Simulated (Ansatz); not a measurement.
**Ta: pressure 0.7 GPa**

Consider Ta in the bcc (W type) structure (space group Im-3m, No. 229; a = 3.320 Å).

Modification: a hydrostatic pressure of 0.7 GPa.

Method: PBE (Ansatz, a first-principles code), scalar-relativistic without spin-orbit coupling. Γ-centred 20×20×20 mesh, Fermi–Dirac width 0.05 eV.

- Volume per atom = 18.23 Å³ (base 18.29 Å³)
- Lattice parameter a = 3.316 Å (base 3.320 Å)
- Shortest interatomic distance = 2.871 Å (base 2.875 Å)
- Enthalpy H = E + PV relative to the base's energy = +0.08 eV/atom
- Band gap = zero (base zero)

Final structure:

```xyz
1
Lattice="-1.6579 1.6579 1.6579 1.6579 -1.6579 1.6579 1.6579 1.6579 -1.6579" Properties=species:S:1:pos:R:3 pbc="T T T"
Ta     0.0000     0.0000     0.0000
```

Load acts through the strain it causes; cell and atoms are relaxed under it. No phonon test of stability was made. All final runs are without spin polarisation.
